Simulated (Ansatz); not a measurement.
```xyz
12
Lattice="1.9724 -7.3740 0.0000 1.9724 7.3740 0.0000 0.0000 0.0000 5.6131" Properties=species:S:1:pos:R:3 pbc="T T T"
La     1.9724    -4.8100     0.9377
La     1.9724     4.8100     3.7442
Ta     1.9724    -1.2572     1.2158
Ta     1.9724     1.2572     4.0224
O      1.9724    -6.0743     4.2167
O      1.9724     6.0743     1.4102
O      1.9724     0.4436     0.3271
O      1.9724    -0.4436     3.1337
O      1.9724    -2.9370     2.3861
O      1.9724     2.9370     5.1927
O      1.9724    -2.4263     5.3232
O      1.9724     2.4263     2.5166
```

No spin polarisation.

Calculations: PBEsol (Ansatz, an electronic-structure program), spin-orbit coupling left out. Γ-centred 7×7×5 mesh, Fermi–Dirac width 0.05 eV.

Question: Predict the width of the top valence band and electron mass.

Answer: Width of the top valence band: 0.47 eV
Electron mass: 2.1 mₑ along a, 1.7 mₑ along b, 1.5 mₑ along c (at Γ)

With Ta present, leaving out spin-orbit coupling can change the band edges. The levels and masses belong to the bands next to the band gap. Load acts through the strain it causes; cell and atoms are relaxed under it. Effective masses come from finite differences of ±0.01 Å⁻¹. No phonon test of stability was made. The cell was made from LaTaO$_{4}$ (space group Cmc2_1, No. 36) by this change: pressure −1 GPa.
